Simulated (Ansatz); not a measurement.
## InSe: thickness series

Base system: InSe in the beta-GaS type structure (space group P6_3/mmc, No. 194; layered, stacked along the Cartesian z axis).

```
CELL_PARAMETERS angstrom
      4.01657     0.00000     0.00000
     -2.00829     3.47846     0.00000
      0.00000     0.00000    16.93265
ATOMIC_POSITIONS crystal
  In 0.33333 0.66667 0.66774
  In 0.66667 0.33333 0.16774
  In 0.66667 0.33333 0.33226
  In 0.33333 0.66667 0.83226
  Se 0.33333 0.66667 0.09281
  Se 0.66667 0.33333 0.59281
  Se 0.66667 0.33333 0.90719
  Se 0.33333 0.66667 0.40719
```

Free-standing slabs (4 atom(s) a layer) normal to the stacking axis with 15 Å of vacuum; in-plane cell relaxed.

Levels (all Ansatz, a program for electronic structure, PAW): r2SCAN+rVV10 (500 eV, scalar-relativistic without spin-orbit coupling); HSE06 (420 eV, no spin-orbit coupling).

Band gaps by level, all at the geometries relaxed with r2SCAN+rVV10:

```json
[
 {"case": "base", "r2SCAN+rVV10": "0.85 eV", "HSE06": "1.20 eV"},
 {"case": "1 layer", "r2SCAN+rVV10": "2.07 eV", "HSE06": "2.44 eV"},
 {"case": "2 layers", "r2SCAN+rVV10": "1.53 eV", "HSE06": "1.88 eV"}
]
```

Single points use the geometry relaxed with r2SCAN+rVV10. The hybrid gap comes from the SCF mesh plus the semilocal run's edge points and a few special points and is an upper bound. Stability against distortions was not tested.
